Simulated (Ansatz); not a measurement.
The structure below was relaxed with PBEsol in Ansatz (plane waves to 420 eV, PAW, no spin-orbit coupling), earlier PAW set.

```xyz
2
Lattice="0.0000 2.4282 2.4282 2.4282 0.0000 2.4282 2.4282 2.4282 0.0000" Properties=species:S:1:pos:R:3 pbc="T T T"
N      0.0000     0.0000     0.0000
Y      2.4282     2.4282     2.4282
```

Q: Find the space group and the Wyckoff positions.

A: Space group Fm-3m (No. 225); a = 4.8563 Å, b = 4.8563 Å, c = 4.8563 Å, α = 90.00°, β = 90.00°, γ = 90.00°

```json
[
 {"atom": "N", "site": "4a", "symmetry": "m-3m", "x": "0.0000", "y": "0.0000", "z": "0.0000"},
 {"atom": "Y", "site": "4b", "symmetry": "m-3m", "x": "0.5000", "y": "0.5000", "z": "0.5000"}
]
```

Q: Describe the coordination.

A: The crystal has 8 atoms in its conventional cell. Conventional cell: a = 4.856 Å, b = 4.856 Å, c = 4.856 Å, α = 90.00°, β = 90.00°, γ = 90.00°. N sees 6 Y at 2.428 Å (octahedral). Y is surrounded by 6 N at 2.428 Å (octahedral). (Neighbours: up to the widest gap in distance over summed covalent radii, below 1.35, at either atom; cation-cation and far metal-metal contacts left out.)

Stability against distortions was not tested. The cell was made from ZrN by this change: Zr → Y.

Ansatz is a program for electronic structure.
